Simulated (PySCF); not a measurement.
PySCF 2.14.0, TPSSH/def2-svp, df: Ag(SH)(py) ([SH][Ag]<-[n]1ccccc1), 14 atoms. The geometry is a generated start, not checked to be a minimum at this level.

task: energy
method: tpssh
basis: def2-svp
two-electron scheme: density fitting
mol.max_memory: 3000 MB
mf.max_cycle: 100
mf.init_guess: minao (default)
mf.DIIS: CDIIS (default)
mf.conv_tol: 1e-09 (default)
mf.grids.level: 3 (default)
effective core potentials: those of the basis set, past Kr
basis functions: 163
grid points: 184664

```xyz
14

Ag     0.8256     1.4180    -2.1371
S      1.4673     2.6175    -4.0178
H      2.7703     2.6139    -3.7665
C     -0.8402    -1.2317     1.8381
C     -0.8579    -1.7756     0.5630
C     -0.4036    -1.0086    -0.4957
N      0.0512     0.2325    -0.3488
C      0.0632     0.7531     0.8748
C     -0.3700     0.0629     1.9941
H     -1.1858    -1.8021     2.6876
H     -1.2160    -2.7784     0.3895
H     -0.4009    -1.3997    -1.5040
H      0.4346     1.7655     0.9586
H     -0.3378     0.5327     2.9641
```

Charge 0 and multiplicity 1 are set for this test and not shown to be the ground state.

One run each on 2 threads, 1 BLAS thread. Values of diis_space tried: 3, 5, 8 (default), 12, 20.

How does the count of Fock builds change with diis_space, and where is it least?

Fewest Fock builds, within one of each other: 5 with 19, 8 (default) with 19, 12 with 18, 20 with 18. The count rises to 34 at 3. All converge to one solution.

```tsv
diis_space	Fock builds	end
3	34	same solution
5	19	same solution
8 (default)	19	same solution
12	18	same solution
20	18	same solution
```
